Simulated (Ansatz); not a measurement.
Parameter sweep on CrBi2 (Pnnm, 6 atoms in the cell)

```
CELL_PARAMETERS angstrom
      6.44268     0.00000     0.00000
      0.00000     7.86325     0.00000
      0.00000     0.00000     4.90877
ATOMIC_POSITIONS crystal
  Cr 0.00000 0.00000 0.00000
  Cr 0.50000 0.50000 0.50000
  Bi 0.20040 0.37870 0.00000
  Bi 0.70040 0.12130 0.50000
  Bi 0.29960 0.87870 0.50000
  Bi 0.79960 0.62130 0.00000
```
Moments meant for the start (each program seeds them in its own way; μB, in the order of the atoms Cr Cr Bi Bi Bi Bi): 3.0 3.0 0.0 0.0 0.0 0.0.

Base run A: Ansatz (a first-principles code) with PBE, self-consistent single point.

Its settings: basis.ecutwfc = 420 eV; kpoints.mp_grid.grid = 3 3 4; hamiltonian.xc = pbe; hamiltonian.pseudopotentials = {kind: paw} (the program's default PAW files); magnetization.spin_polarized = true; scf.occupations.method = methfessel_paxton; scf.occupations.width = 0.1 eV.

The starting cell was generated: these elements placed on a structure prototype, without a prior relaxation; it need not be a known phase or ordering of this composition. The magnetic order is the one reached from the typed start; others were not searched systematically. The program warned that, by what it read of turns of the moments, another magnetic order lies lower. In the base run, with a pressure of about -7 GPa the cell is away from its equilibrium volume at this level. Ansatz's pressure includes its estimate of the finite-basis (Pulay) stress.

ΔF is the free energy per atom less that of run A. 

| run | kpoints.mp_grid.grid, scf.occupations.width | ΔF (meV/atom) | pressure (GPa) | largest force (eV/Å) | size of the net moment (μB/atom) | TS (meV/atom) | k-points |
|---|---|---|---|---|---|---|---|
| A | 3 3 4, 0.1 eV | 0.00 | -7.16 | 0.133 | 1.36 | 1.3 | 12 |
| B | 2 2 3, 0.03 eV | -31.5 | -7.35 | 0.207 | 1.25 | 0.0 | 8 |
| C | 2 2 3, 0.1 eV | -31.9 | -7.28 | 0.207 | 1.28 | 0.5 | 8 |
| D | 2 2 3, 0.3 eV | -30.8 | -7.29 | 0.206 | 1.31 | -5.2 | 8 |
| E | 3 2 3, 0.03 eV | -1.85 | -7.34 | 0.125 | 1.19 | 0.0 | 8 |
| F | 3 2 3, 0.1 eV | -1.35 | -7.35 | 0.128 | 1.19 | -0.9 | 8 |
| G | 3 2 3, 0.3 eV | -1.40 | -7.35 | 0.133 | 1.22 | 2.1 | 8 |
| H | 3 3 4, 0.03 eV | 0.89 | -7.08 | 0.168 | 1.42 | 0.0 | 12 |
| I | 3 3 4, 0.3 eV | -3.7 | -7.17 | 0.124 | 1.34 | 7.4 | 12 |
| J | 4 3 5, 0.03 eV | -11.2 | -7.32 | 0.106 | 1.29 | 0.1 | 18 |
| K | 4 3 5, 0.1 eV | -11.6 | -7.28 | 0.113 | 1.31 | 0.7 | 18 |
| L | 4 3 5, 0.3 eV | -13.6 | -7.29 | 0.122 | 1.30 | 3.2 | 18 |

Run L against A: The free energy goes down by 13.6 meV/atom, the pressure goes from -7.16 to -7.29 GPa, the largest force goes from 0.133 to 0.122 eV/Å and the size of the net moment goes from 1.36 to 1.30 μB/atom.

Run C against A: The free energy falls by 31.9 meV/atom, the pressure goes from -7.16 to -7.28 GPa, the largest force goes from 0.133 to 0.207 eV/Å and the size of the net moment goes from 1.36 to 1.28 μB/atom.

Keys are those of Ansatz 0.2.
